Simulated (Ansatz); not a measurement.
Start from TeO2 in the fluorite structure (space group Fm-3m, No. 225; a = 5.3234 Å; a hypothetical phase, not in the database extracts checked).

The change: hydrostatic tension (pressure −2 GPa).

Levels (all Ansatz, a first-principles code, PAW, earlier PAW set): PBEsol (420 eV, scalar-relativistic without spin-orbit coupling); r2SCAN (500 eV, without spin-orbit coupling); HSE06 (420 eV, no spin-orbit coupling); PBEsol+SOC (420 eV, spin-orbit coupling included); HSE06+SOC (420 eV, spin-orbit coupling included).

One geometry, relaxed with PBEsol, under each level:

```tsv
level	band gap	lowest conduction level above the VBM at special points	electron mass	hole mass	pressure
PBEsol	0.74 eV	X 1.15 eV; Γ 1.75 eV; K 3.00 eV; U 3.00 eV	0.83 mₑ along k, 0.22 mₑ across (off the special points)	0.93 mₑ along k, 1.2 mₑ across (at L)	-2.00 GPa
r2SCAN	1.01 eV	X 1.43 eV; Γ 2.02 eV; K 3.29 eV; U 3.29 eV	0.84 mₑ along k, 0.24 mₑ across (off the special points)	0.85 mₑ along k, 1.2 mₑ across (at L)	-1.02 GPa
HSE06	…	…	–	–	–
PBEsol+SOC	0.69 eV	X 1.09 eV; Γ 1.23 eV; K 2.90 eV; U 2.90 eV	0.87 mₑ along k, 0.23 mₑ across (off the special points)	0.93 mₑ along k, 1.2 mₑ across (at L)	-1.71 GPa
HSE06+SOC	…	…	–	–	–
```

**Question.** Give the withheld HSE06 and HSE06+SOC results.

**Answer.** 
- HSE06, band gap: 1.62 eV
- HSE06, lowest conduction level above the VBM at special points: X 2.04 eV; Γ 2.67 eV; K 3.97 eV
- HSE06+SOC, band gap: 1.56 eV
- HSE06+SOC, lowest conduction level above the VBM at special points: X 1.98 eV; Γ 2.09 eV; K 3.86 eV

Single points use the geometry relaxed with PBEsol. Their cutoffs differ, which shifts pressures a little. HSE06 gaps are upper bounds (no full band path). The spin-orbit shifts are approximate. With Te present, leaving out spin-orbit coupling can change the band edges. Load acts through the strain it causes; cell and atoms are relaxed under it. Effective masses come from finite differences of ±0.01 Å⁻¹. Along k means along the line from Γ to the band edge. Stability against distortions was not tested.
